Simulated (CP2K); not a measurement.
**Worked example: self-consistent single point of Nb6SnGe (Pm-3, 8 atoms in the cell) in CP2K**

Level of theory: PBEsol, GPW, DZVP-MOLOPT-SR-GTH basis, GTH-PBE potentials (GTH_POTENTIALS) run with CP2K 2026.2.

This input was run:

```
&GLOBAL
  PROJECT nb6snge
  RUN_TYPE ENERGY_FORCE
  PRINT_LEVEL LOW
&END GLOBAL
&FORCE_EVAL
  METHOD Quickstep
  STRESS_TENSOR ANALYTICAL
  &DFT
    BASIS_SET_FILE_NAME BASIS_MOLOPT
    POTENTIAL_FILE_NAME GTH_POTENTIALS
    &QS
      METHOD GPW
      EPS_DEFAULT 1E-11
    &END QS
    &MGRID
      CUTOFF 500
      REL_CUTOFF 50
      NGRIDS 5
    &END MGRID
    &SCF
      SCF_GUESS ATOMIC
      EPS_SCF 1E-7
      MAX_SCF 100
      ADDED_MOS 14
      &DIAGONALIZATION
        ALGORITHM STANDARD
      &END DIAGONALIZATION
      &MIXING
        METHOD BROYDEN_MIXING
        ALPHA 0.3
        NBUFFER 12
        BETA 1
      &END MIXING
      &SMEAR ON
        METHOD GAUSSIAN
        SIGMA [eV] 0.1
      &END SMEAR
    &END SCF
    &KPOINTS
      SCHEME MONKHORST-PACK 4 4 4
      GAMMA_CENTERED T
    &END KPOINTS
    &XC
      &XC_FUNCTIONAL
        &PBE
          PARAMETRIZATION PBESOL
        &END PBE
      &END XC_FUNCTIONAL
    &END XC
    &PRINT
      &MO
        EIGENVALUES T
        OCCUPATION_NUMBERS T
        NDIGITS 8
        FILENAME mo
        &EACH
          QS_SCF 0
        &END EACH
        ADD_LAST NUMERIC
      &END MO
      &MULLIKEN OFF
      &END MULLIKEN
    &END PRINT
  &END DFT
  &SUBSYS
    &CELL
      A 5.25768000 0.00000000 0.00000000
      B 0.00000000 5.25768000 0.00000000
      C 0.00000000 0.00000000 5.25768000
      PERIODIC XYZ
    &END CELL
    &COORD
      Nb       0.00000000     2.62884000     3.90219752
      Nb       0.00000000     2.62884000     1.35548248
      Nb       3.90219752     0.00000000     2.62884000
      Nb       1.35548248     0.00000000     2.62884000
      Nb       2.62884000     3.90219752     0.00000000
      Nb       2.62884000     1.35548248     0.00000000
      Sn       0.00000000     0.00000000     0.00000000
      Ge       2.62884000     2.62884000     2.62884000
    &END COORD
    &KIND Nb
      BASIS_SET DZVP-MOLOPT-SR-GTH-q13
      POTENTIAL GTH-PBE-q13
    &END KIND
    &KIND Sn
      BASIS_SET DZVP-MOLOPT-SR-GTH-q4
      POTENTIAL GTH-PBE-q4
    &END KIND
    &KIND Ge
      BASIS_SET DZVP-MOLOPT-SR-GTH-q4
      POTENTIAL GTH-PBE-q4
    &END KIND
  &END SUBSYS
  &PRINT
    &FORCES ON
    &END FORCES
    &STRESS_TENSOR ON
    &END STRESS_TENSOR
  &END PRINT
&END FORCE_EVAL
```

Output, abridged:

```
 GLOBAL| Method name                                                        CP2K
 GLOBAL| Project name                                                    nb6snge
 GLOBAL| Run type                                                   ENERGY_FORCE

 TOTAL NUMBERS AND MAXIMUM NUMBERS

  Total number of            - Atomic kinds:                                   3
                             - Atoms:                                          8
                             - Shell sets:                                     8
                             - Shells:                                        58
                             - Primitive Cartesian functions:                 51
                             - Cartesian basis functions:                    214
                             - Spherical basis functions:                    182

  Maximum angular momentum of- Orbital basis functions:                        3
                             - Local part of the GTH pseudopotential:          2
                             - Non-local part of the GTH pseudopotential:      4

 SCF PARAMETERS         Density guess:                                    ATOMIC
                        max_scf:                                             100
                        max_diis:                                              4
                        eps_scf:                                        1.00E-07
                        eps_diis:                                       1.00E-01
                        eps_eigval:                                     1.00E-05
                        level_shift [a.u.]:                             0.000000
                        added MOs                                        14    0
                        Mixing method:                            BROYDEN_MIXING
                                                charge density mixing in g-space
                        Smear method:                                   GAUSSIAN
                        Smearing width (sigma) [a.u.]:                  3.67E-03
                        Accuracy threshold:                             1.00E-10
                        No outer SCF

 Extrapolation method: initial_guess

 Number of electrons:                                                         86
 Number of occupied orbitals:                                                 43
 Number of molecular orbitals:                                                57

 Number of orbital functions:                                                182
 Number of independent orbital functions:                                    182

 SCF WAVEFUNCTION OPTIMIZATION

  Step     Update method      Time    Convergence         Total energy    Change
     1 NoMix/Diag. 0.30E+00      -     0.86017603      -351.4085806554 -3.51E+02
     2 Broy./Diag. 0.30E+00      -     0.08394825      -357.9987494884 -6.59E+00
     3 Broy./Diag. 0.30E+00      -     0.11808279      -352.8830734902  5.12E+00
     4 Broy./Diag. 0.30E+00      -     0.03953289      -349.7180781350  3.16E+00
     5 Broy./Diag. 0.30E+00      -     0.00840226      -349.8342116313 -1.16E-01
     6 Broy./Diag. 0.30E+00      -     0.00244478      -349.6700702186  1.64E-01
     7 Broy./Diag. 0.30E+00      -     0.00143949      -349.6803681110 -1.03E-02
   [... 3 lines left out ...]
    11 Broy./Diag. 0.30E+00      -     0.00000463      -349.6690284724 -5.67E-05
    12 Broy./Diag. 0.30E+00      -     0.00000119      -349.6689795806  4.89E-05
    13 Broy./Diag. 0.30E+00      -     0.00000016      -349.6689861128 -6.53E-06
    14 Broy./Diag. 0.30E+00      -     0.00000018      -349.6689861493 -3.65E-08
    15 Broy./Diag. 0.30E+00      -     9.0047E-09      -349.6689867218 -5.72E-07

  *** SCF run converged in    15 steps ***

  Electronic density on regular grids:        -86.0000000000       -0.0000000000
  Core density on regular grids:               85.9999999991       -0.0000000009
  Total charge density on r-space grids:       -0.0000000009
  Total charge density g-space grids:          -0.0000000009

  Overlap energy of the core charge distribution:               0.00000000003718
  Self energy of the core charge distribution:               -637.65376332746564
  Core Hamiltonian energy:                                    143.71878287501460
  Hartree energy:                                             187.43488603925923
  Exchange-correlation energy:                                -43.16776152334631
  Smearing free energy correction:                             -0.00113078527735
  Fermi energy:                                                 0.46068305455811

  Total energy:                                              -349.66898672176421
  Total energy (extrapolated to sigma->0):                   -349.66842132912552

 ENERGY| Total FORCE_EVAL ( QS ) energy [hartree]           -349.668986339187029

 FORCES| Atomic forces [hartree/bohr]
 FORCES|   Atom     x               y               z               |f|
 FORCES|      1 -2.92316495E-09  5.11764113E-09 -2.96260263E-03   2.96260263E-03
 FORCES|      2 -3.89544521E-09  2.70206437E-09  2.96260018E-03   2.96260018E-03
 FORCES|      3 -2.96261484E-03  3.15207171E-10  4.28502956E-09   2.96261484E-03
 FORCES|      4  2.96262562E-03  2.10970970E-09  4.62972055E-09   2.96262562E-03
 FORCES|      5  2.77838938E-10 -2.96259502E-03 -3.46006687E-09   2.96259502E-03
 FORCES|      6  1.26819540E-09  2.96258840E-03 -1.10473979E-09   2.96258840E-03
 FORCES|      7  1.38653096E-09 -9.83607725E-10 -1.15716665E-09   2.05645008E-09
 FORCES|      8 -6.89957208E-09 -2.65199150E-09 -7.47075718E-10   7.42935233E-09
 FORCES| Sum    -6.24260789E-12 -1.04370316E-11 -1.12160391E-11
 FORCES| Total atomic force                                       1.65439207E-11

 STRESS| Analytical stress tensor [bar]
 STRESS|                        x                   y                   z
 STRESS|      x       -4.89226974310E+04  -1.87273052737E-03   2.46520222921E-04
 STRESS|      y       -1.87273052737E-03  -4.89227090084E+04   4.28700743338E-04
 STRESS|      z        2.46520222921E-04   4.28700743338E-04  -4.89226388788E+04
 STRESS| 1/3 Trace                                            -4.89226817727E+04
```

The run converged in 15 iterations.

The starting cell comes from a database of computed structures (which also holds hypothetical and non-ambient phases and stackings), without a prior relaxation at this level. Spin polarisation is off. Values carry the incompleteness of an atom-centred basis. The potentials were made for another functional than the one used. With a pressure of about -5 GPa the cell is away from its equilibrium volume at this level.

Cost on one core of a shared machine: roughly 70 s.
